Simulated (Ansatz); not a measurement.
Cu on the 1x1 (110) surface of 3C silicon carbide (cut with top plane C + Si), one in a 2x2 cell, energies for each (54.3 Å²). Energies are against an atom of fcc Cu, without zero-point or thermal terms; each row is named by its start. No converged result for: 1 more start.

Host crystal: 3C silicon carbide, with a band gap (PBE, scalar-relativistic without spin-orbit coupling).

All values below come from PBE (plane waves to 420 eV, PAW; Ansatz, a program for electronic structure).

Set-up: 49 atoms, 7.7 Å thick at the start under the adsorbate (thin: gaps and levels are the slab's own); mesh 3x3x1; 0.01 eV smearing; dipole correction on; 24 atoms held, the rest relaxed; each run with such symmetry as its start has; spin-polarised, no spin-orbit, no U, no dispersion correction.

A negative adsorption energy means that the adsorbate is more stable on the surface than in its reference. Starts that drift may end in the same place. Heights count from the host atoms within 0.3 Å of the top one. Moments of ungapped slabs depend on the mesh.

```csv
starting site,E_ads (eV),height (Å),nearest host atom (Å),bonded to,change of the vacuum step (eV),lateral drift (Å),moment (μB)
top C,0.84,0.97,C 2.02,C + 3 Si,-1.05,2.0,0.1
top Si,0.72,1.04,C 2.15,2 C + 2 Si,-0.77,2.1,0.1
over Si at depth 1.5 Å,0.84,0.96,C 2.02,C + 3 Si,-1.04,0.8,0.0
over C at depth 1.5 Å,0.72,1.04,C 2.15,2 C + 2 Si,-0.77,0.9,0.1
hollow beside Si,0.72,1.07,C 2.15,2 C + 2 Si,-0.77,1.2,0.1
hollow C-C-Si-Si,0.72,1.04,C 2.15,2 C + 2 Si,-0.77,0.2,0.1
```
